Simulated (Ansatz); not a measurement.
HfGe (model structure, started from the TiAs type, P6₃/mmc, No. 194, 8 atoms in the cell)

Computed with PBEsol (plane waves, PAW; Ansatz, a first-principles code).

Settings: plane-wave cutoff 500 eV, 12×12×4 k mesh (along the axes of the cell as run), Fermi–Dirac smearing 0.05 eV, scalar-relativistic PAW data made under PBE.

Cell (relaxed at this level):

```xyz
8
Lattice="3.7355 0.0000 0.0000 -1.8677 3.2350 0.0000 0.0000 0.0000 13.0501" Properties=species:S:1:pos:R:3 pbc="T T T"
Hf     0.0000     2.1567     1.5760
Hf     1.8677     1.0783     8.1010
Hf     1.8677     1.0783    11.4741
Hf     0.0000     2.1567     4.9491
Ge     0.0000     0.0000     0.0000
Ge     0.0000     0.0000     6.5251
Ge     0.0000     2.1567     9.7876
Ge     1.8677     1.0783     3.2625
```

```
Quantity          Value
--------  -------------
band gap  zero (no gap)
```

Note: the relaxation could raise the start's symmetry but not lower it, so the cell can be a saddle point.

Spin–orbit coupling is not included.

The computed numbers hold no vibrational or temperature effects.

A model structure was made by putting elements into a prototype or built by hand; it is no filed structure, need not be a known phase, and can be a saddle point held by its symmetry.
